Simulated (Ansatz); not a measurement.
The parent structure is Mg in the hcp (Mg type) structure (space group P6_3/mmc, No. 194).

```xyz
2
Lattice="3.1745 0.0000 0.0000 -1.5873 2.7492 0.0000 0.0000 0.0000 5.1850" Properties=species:S:1:pos:R:3 pbc="T T T"
Mg     0.0000     1.8328     3.8887
Mg     1.5873     0.9164     1.2962
```

Cartesian axes are those of the cell as printed.

Computed with r2SCAN (Ansatz, a quantum-chemistry and plane-wave program), spin-orbit coupling left out, earlier PAW set.

One thing is altered: a free-standing slab of 4 layers (4 atoms, 1 a layer) is cut normal to the z axis, with 15 Å of vacuum and the in-plane cell held at bulk.

**Question.** What happens to the change of the spacing d12 from its bulk value of 2.592 Å and excess energy per area of both faces?

**Answer.** The change of the spacing d12 from its bulk value of 2.592 Å amounts to +1.4 %; the excess energy per area of both faces (slab less bulk energy over the cell's area: twice a surface energy) comes out as 1.2 J/m² (uncertain by up to 0.07 J/m²).

Slab and bulk use different k-meshes, which limits the precision of the excess energy. No phonon test of stability was made.
